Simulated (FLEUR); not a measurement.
Worked example: self-consistent single point of TePdSe (P3m1, 3 atoms in the cell) in FLEUR.

Level of theory: FLEUR with PBEsol, all-electron FLAPW (FLEUR), scalar-relativistic valence.

The change in words: lattice scaled by 0.98. Reference geometry:
```
TePdSe
1.0
    3.92744     0.00000     0.00000
   -1.96372     3.40126     0.00000
    0.00000     0.00000     5.02889
Te Pd Se
1 1 1
Cartesian
  0.00000   0.00000   3.67386
  0.00000   2.26751   0.04481
  1.96372   1.13375   1.31023
```

Reference input (self-consistent single point, DFT, PBEsol, all-electron FLAPW (FLEUR), scalar-relativistic valence): Kmax = 4.2 1/bohr; GmaxXC = 14.7 1/bohr; xcFunctional = PBEs; jspins = 1; l_soc = F; mode = gauss; fermiSmearingEnergy = 0.00367493 Htr; mesh (inpgen div1-3) = 10 10 7; inpgen gamma flag = true; Gmax = 14.7 1/bohr; numbands = 0; maxIterBroyd = 15. This run's input differs from it in these lines:

```diff
@@ -3,6 +3,6 @@
 &input film=f /
-1.0000000000 -0.0000000064 0.0000000000
--0.4999999944 0.8660254070 0.0000000000
-0.0000000000 0.0000000000 1.2804498251
-7.4217861762
+1.0000000000 0.0000000435 0.0000000000
+-0.5000000376 0.8660253821 0.0000000000
+0.0000000000 0.0000000000 1.2804497564
+7.2733505474
 1.0 1.0 1.0
@@ -45,5 +45,5 @@
          <bravaisMatrix>
-            <row-1>    7.4217861762000004    -0.0000000474994315     0.0000000000000000</row-1>
-            <row-2>   -3.7108930465379975     6.4274553939105790     0.0000000000000000</row-2>
-            <row-3>    0.0000000000000000     0.0000000000000000     9.5032248112448894</row-3>
+            <row-1>    7.2733505473999998     0.0000003163907488     0.0000000000000000</row-1>
+            <row-2>   -3.6366755471779806     6.2989061869593295     0.0000000000000000</row-2>
+            <row-3>    0.0000000000000000     0.0000000000000000     9.3131599366301359</row-3>
          </bravaisMatrix>
```

Output (repeated stretches shortened):

```
 Iteration:     1   Distance:       9.68773418 me/bohr^3
 Iteration:     2   Distance:       8.39720703 me/bohr^3
 Iteration:     3   Distance:       4.50432136 me/bohr^3
 Iteration:     4   Distance:       2.38533652 me/bohr^3
 Iteration:     5   Distance:       1.86791395 me/bohr^3
   [... 12 lines left out ...]
 Iteration:    18   Distance:       0.00010297 me/bohr^3
 Iteration:    19   Distance:       0.00004777 me/bohr^3
 Iteration:    20   Distance:       0.00001126 me/bohr^3
 Iteration:    21   Distance:       0.00000446 me/bohr^3
 Reset of history
 Run finished successfully
 Stop message:
   Structural relaxation: new displacements generated

[file out, last iteration]
             iter=     22
[...]
          total density-effective poten   -2.3474349778E+04
          total charge density-energy d   -4.0142247275E+02
 Updated energy parameters for spin:           1
[...]
 fermi energy and band-weighting factors:

[...]
FERMIE:
          first approx. to ef    (T=0)  :   0.353025 htr   (energy of the highest occ. eigenvalue)
          number of occ. states  (T=0)  :       1916
          first approx. to seigv (T=0)  : -30.123715 htr
          sum of weights of occ. states :  24.012857
          sum of semicore charge        :   0.000000 e
          fermi energy=   0.35322 har   work function=  -9.61172 ev
          number of valence electrons=  48.00000
   [... lines left out ...]
          total moment                 =     0.00000
 Direct bandgap for spin            1 :    1.8824674098390393E-002  Htr
   [... lines left out ...]
      1                                                                             232000.03214077     average density over nuncleus
      2               0.00011194                    0.00000742                      129032.07589863     density at radius of nuncleus
      2                                                                             134585.24409055     average d
```

The run converged in 21 iterations. FLEUR gives forces in its relaxation mode, with a further iteration, so its stop message speaks of a relaxation. 

The starting cell comes from a database of computed structures (which also holds hypothetical and non-ambient phases and stackings), without a prior relaxation at this level. For this run, on top of that: lattice scaled by 0.98. Spin-orbit coupling is off. Spin polarisation is off. Values depend on the basis (sphere radii, cutoffs, local orbitals), which need not be converged. The log's line on a gap gives a spacing of levels on this mesh, which the program prints for metals too.

These are the values that this program gave, and no reference: the default basis lacks the next d shell.

Cost on one core of a shared machine: roughly 9 min.
